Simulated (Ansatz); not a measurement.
**CaO: response to strain**

The parent structure is CaO in the rock salt structure (space group Fm-3m, No. 225; a = 4.767 Å). Axes: x, y, z lie along the cube axes.

Strains are applied to the cell and any free atomic positions relax; under biaxial strain the out-of-plane vector relaxes too.

The values are results of PBEsol (Ansatz, a program for electronic structure), no spin-orbit coupling, not measurements.

| change | out-of-plane strain | smallest direct gap | gap character | band gap |
|---|---|---|---|---|
| base | – | 3.92 eV | – | 3.54 eV |
| biaxial strain −2.50 %, plane normal [001], relaxed out of plane | +1.37 % | 3.83 eV | indirect, Γ → X | 3.45 eV |
| biaxial strain −1.50 %, plane normal [001], relaxed out of plane | +0.80 % | 3.86 eV | indirect, Γ → X | 3.49 eV |
| biaxial strain −1.00 %, plane normal [001], relaxed out of plane | +0.53 % | 3.88 eV | indirect, Γ → X | 3.51 eV |
| biaxial strain +0.50 %, plane normal [001], relaxed out of plane | (withheld) | 3.91 eV | indirect, Γ → M | (withheld) |
| biaxial strain +1.00 %, plane normal [001], relaxed out of plane | -0.51 % | 3.91 eV | indirect, Γ → M | 3.49 eV |
| biaxial strain +1.50 %, plane normal [001], relaxed out of plane | -0.75 % | 3.91 eV | indirect, Γ → M | 3.47 eV |
| biaxial strain +2.00 %, plane normal [001], relaxed out of plane | -1.00 % | 3.91 eV | indirect, Γ → M | 3.45 eV |
| biaxial strain +2.50 %, plane normal [001], relaxed out of plane | -1.23 % | 3.91 eV | indirect, Γ → M | 3.42 eV |
| biaxial strain +3.00 %, plane normal [001], relaxed out of plane | -1.46 % | 3.91 eV | indirect, Γ → M | 3.40 eV |

Task: What belongs in the blanks?

Result: 
- biaxial strain +0.50 %, plane normal [001], relaxed out of plane, out-of-plane strain: -0.26 %
- biaxial strain +0.50 %, plane normal [001], relaxed out of plane, band gap: 3.52 eV

Whether these cells are dynamically stable was not tested. Labels are those of the standard path for the cell's own space group.
